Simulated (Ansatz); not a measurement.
**Effect of biaxial strain +4.88 %, plane normal [001], relaxed out of plane on Ag**

Start from Ag in the fcc (Cu type) structure (space group Fm-3m, No. 225; a = 4.105 Å; relaxed with 0.1 eV smearing). Axes: x, y, z lie along the cube axes.

One thing is altered: biaxial strain +4.88 %, plane normal [001], relaxed out of plane (Cartesian); in-plane vectors clamped, the third vector and the atoms free.

Method: Ansatz (a program for electronic structure) r2SCAN, scalar-relativistic without spin-orbit coupling, earlier PAW set. Γ-centred 28×28×28 mesh, Fermi–Dirac width 0.1 eV.

* **Volume per atom**: 17.58 Å³ (base 17.29 Å³)
* **Space group**: I4/mmm (No. 139) (base Fm-3m (No. 225))
* **Shortest interatomic distance**: 2.869 Å (base 2.902 Å)
* **Energy relative to the base (free energy F)**: +13 meV/atom
* **Band gap**: zero (base zero)
* **Out-of-plane strain**: -7.57 %
* **Ratio −ε⊥/ε∥**: 1.55
* **Mean in-plane stress (compression positive)**: -1.9 GPa

Stability against distortions was not tested.
